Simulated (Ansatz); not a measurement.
Start from AlN in the rock salt structure (space group Fm-3m, No. 225; a = 4.0452 Å; a model cell, its experimental status unchecked). Axes: x, y, z lie along the cube axes.

Perturbation: biaxial strain −1.18 %, plane normal [111], relaxed out of plane (Cartesian); in-plane vectors clamped, the third vector and the atoms free.

Levels (all Ansatz, a first-principles code, PAW): PBEsol (420 eV, spin-orbit coupling left out); r2SCAN (500 eV, spin-orbit coupling left out).

The geometry is relaxed with PBEsol.

| Quantity | Result |
|---|---|
| PBEsol pressure | 6.00 GPa |
| PBEsol smallest direct gap | 5.87 eV |
| PBEsol lowest conduction level above the VBM at special points | F 4.63 eV; S₀ 5.72 eV; S₂ 5.72 eV; Γ 5.87 eV |

Problem. Predict the pressure, smallest direct gap and lowest conduction level above the VBM at special points from r2SCAN.

Solution. The pressure decreases by 1.358 GPa, from 6.00 GPa to 4.65 GPa; the smallest direct gap goes up by 0.83 eV, from 5.87 eV to 6.70 eV; the lowest conduction level above the VBM at special points becomes F 5.55 eV; S₀ 6.65 eV; S₂ 6.65 eV; Γ 6.70 eV (PBEsol: F 4.63 eV; S₀ 5.72 eV; S₂ 5.72 eV; Γ 5.87 eV).

Single points use the geometry relaxed with PBEsol. Their cutoffs differ, which shifts pressures a little. Whether these cells are dynamically stable was not tested. The base started in P3_121 and relaxed to Fm-3m at this level. This is not the structure that AlN has at room temperature and ambient pressure. k-point labels follow each cell's own Brillouin zone.
